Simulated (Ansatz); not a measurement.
Consider Pd in the fcc (Cu type) structure (space group Fm-3m, No. 225; a = 3.910 Å; relaxed with 0.1 eV smearing). Axes: x, y, z lie along the cube axes.

Structures relaxed with r2SCAN (Ansatz, a quantum-chemistry and plane-wave program; PAW; 500 eV plane waves; no spin-orbit coupling).

Base:

Simulated powder pattern, Cu Kα1, λ = 1.54056 Å (kinematic, ideal powder, no thermal factors, no anomalous dispersion; the 14 strongest lines at most, above 2 %, up to 2θ = 90°):

```csv
2θ (°),I/Imax (%),hkl
39.90,100,(111)
46.40,48,(200)
67.72,29,(220)
81.58,34,(311)
86.06,10,(222)
```

Modification: tensile biaxial strain of 3.65 % in the plane normal to [110], as in epitaxy on a mismatched substrate; the out-of-plane cell vector and the atoms relax.

After the change:

Simulated powder pattern, Cu Kα1, λ = 1.54056 Å (kinematic, ideal powder, no thermal factors, no anomalous dispersion; the 14 strongest lines at most, above 2 %, up to 2θ = 90°):

| 2θ (°) | I/Imax (%) | hkl |
|---|---|---|
| 38.44 | 100 | (011) |
| 40.29 | 87 | (101) |
| 44.68 | 32 | (002) |
| 46.32 | 57 | (110) |
| 65.03 | 9.8 | (020) |
| 66.32 | 37 | (112) |
| 70.11 | 7.8 | (200) |
| 78.15 | 11 | (013) |
| 79.34 | 33 | (103) |
| 82.35 | 10 | (022) |
| 82.90 | 20 | (211) |
| 87.06 | 8.9 | (202) |

The indices refer to each structure's own conventional cell; one index is shown for lines that coincide. The space group is now Immm (No. 71).

A biaxial case was relaxed in a doubled cell and then solved in the primitive one. Stability against distortions was not tested. The final runs are not spin-polarised. Pd lies near a magnetic instability that expansion can trigger; it was not tested. Pd has a high density of states at the Fermi level and may be magnetic at this level.
